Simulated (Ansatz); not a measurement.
Worked calculations on one periodic cell of amorphous Zr20O43Mo: Zr20O43Mo, 64 atoms, volume 793.0 Å³, made by a melt-quench on the CHGNet potential and relaxed with DFT. O atoms were pushed apart under 1.9 Å during the dynamics, to hinder bonds among them. It is a model cell: composition and starting density were chosen by hand, and all elements were melted together. Computed with PBE, scalar-relativistic without spin-orbit coupling (plane waves to 420 eV, PAW; Ansatz, a program for electronic structure). Sampling: a 2×2×2 Γ-centred mesh; Fermi-Dirac width 0.02 eV; no spin polarisation. Its volume was relaxed, its shape was free, and it stands at a mean pressure of 0.1 GPa with stress components up to 0.1 GPa; the relaxation ran on the zone centre alone. Its density went from a set 5.23 to 5.46 g/cm³. The cell is small and was quenched far faster than a real film, so it is one sample of the glass.

Q: Count formal charges (Zr +4, O -2, Mo +6). What does the count lead one to expect at the Fermi level, and what does the calculation give?

A: 20 × (+4) + 43 × (-2) + 1 × (+6) = 0. The charges balance, so the anion-derived valence states can be full and a gap can open. On this mesh the highest filled and lowest empty level lie 2.08 eV apart; localised defect or tail levels set that (at the zone centre the more localised edge state sits most on one Mo atom with neighbours O 1.76 Å, O 1.81 Å, O 1.94 Å, O 1.95 Å, O 2.02 Å, O 2.21 Å), and the nearest spread-out levels lie 3.7 eV apart.

Four energies for an added electron at PBE on the zone centre alone (charged cells in a uniform background, spin-polarised): neutral at the neutral geometry -113129.175 eV; charged at the neutral geometry -113116.988 eV; charged and relaxed -113117.520 eV; neutral at the charged geometry -113128.642 eV.

Q: Find the two relaxation energies and their sum, the reorganisation energy.

A: On charging: -113116.988 − (-113117.520) = 0.532 eV. On discharging: -113128.642 − (-113129.175) = 0.533 eV. The sum is 1.065 eV. The carrier's level spreads over 3 of the 64 atoms' worth, so it counts as localised, most on one Mo atom with neighbours O 1.76 Å, O 1.81 Å, O 1.94 Å, O 1.95 Å, O 2.02 Å, O 2.21 Å (neutral geometry). The values are uncorrected: the image energy of a point charge in this cell, 2.84 × 14.40 / (2 × 9.3) = 2.2 eV before screening, is screened by electrons alone at the fixed geometry and by ions too after relaxing, and the carrier can be spread before it relaxes, so each term can be off by up to that value times 1/ε∞, some tenths of an eV. PBE's self-interaction favours spread-out carriers, so a hybrid can localise more.
